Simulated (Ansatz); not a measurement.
The reference is CsPbBr3 in the cubic perovskite structure (space group Pm-3m, No. 221).

Space group Pm-3m (No. 221); a = b = c = 6.0028 Å, α = β = γ = 90.00°

```
atom  site  symmetry       x       y       z
----  ----  --------  ------  ------  ------
Cs      1a      m-3m  0.0000  0.0000  0.0000
Pb      1b      m-3m  0.5000  0.5000  0.5000
Br      3c    4/mm.m  0.0000  0.5000  0.5000
```

Calculations: Kohn–Sham DFT with the PBE functional, run in Ansatz (a quantum-chemistry and plane-wave program) with PAW and 420 eV plane waves, scalar-relativistic without spin-orbit coupling.

Before the change:

```
Property                             Value
-------------  ---------------------------
Band gap                           1.78 eV
Electron mass  0.091, 0.84, 0.84 mₑ (at R)
```

The change: every lattice vector is stretched by 1.80 %; the atoms relax in the strained cell.

Task: What does the calculation give for the band gap after the change?

Result: The band gap grows by 0.16 eV (1.78 eV → 1.94 eV).

Task: What does the calculation give for the energy relative to the base after the change?

Result: The energy grows by 6.8 meV/atom.

Task: How does this affect the electron mass?

Result: The electron mass (degenerate bands, along [100]) changes from 0.091, 0.84, 0.84 mₑ (at R) to 0.099, 0.91, 0.91 mₑ (at R).

Spin-orbit coupling, missing from the scalar runs, can matter with Pb. Effective masses come from finite differences of ±0.01 Å⁻¹. No phonon test of stability was made. Many cubic perovskites are stable only at high temperature; tilts and polar distortions were not tested. This is not the structure that CsPbBr3 has at room temperature and ambient pressure.
